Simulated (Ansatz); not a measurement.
# PtS2 with two functionals

Consider PtS₂ in the CdI2 type structure (space group P-3m1, No. 164; a = 3.5836 Å, c = 4.6564 Å; layered, stacked along the Cartesian z axis).

(Cell as relaxed with PBE-D3(BJ).)

Levels (all Ansatz, a program for electronic structure, PAW): PBE-D3(BJ) (420 eV, without spin-orbit coupling); r2SCAN+rVV10 (500 eV, spin-orbit coupling left out).

Each level relaxes its own structure.

| quantity | PBE-D3(BJ) | r2SCAN+rVV10 |
|---|---|---|
| volume per atom | 17.26 Å³ | ? |
| lattice parameter a | 3.584 Å | ? |
| lattice parameter c | 4.656 Å | ? |
| band gap | zero | ? |

Task: Predict the r2SCAN+rVV10 column.

Result: 
- volume per atom, r2SCAN+rVV10: 18.68 Å³
- lattice parameter a, r2SCAN+rVV10: 3.552 Å
- lattice parameter c, r2SCAN+rVV10: 5.128 Å
- band gap, r2SCAN+rVV10: 0.80 eV

PBE-D3(BJ)'s volume per atom lies 1.42 Å³ below r2SCAN+rVV10's (7.6 %); PBE-D3(BJ)'s lattice parameter a lies 0.0313 Å above r2SCAN+rVV10's (0.9 %); PBE-D3(BJ)'s lattice parameter c lies 0.472 Å below r2SCAN+rVV10's (9.2 %); they disagree on the band gap. The two levels end in clearly different cell shapes (a soft spacing or a collapse), which may drive these differences. Neither level is exact; r2SCAN+rVV10 is the comparison here, not a measurement.

Spin-orbit coupling, missing from the scalar runs, can matter with Pt. No phonon test of stability was made. All final runs are without spin polarisation. A zero or small gap of PtS2 can be the functional's error rather than a property of the material.
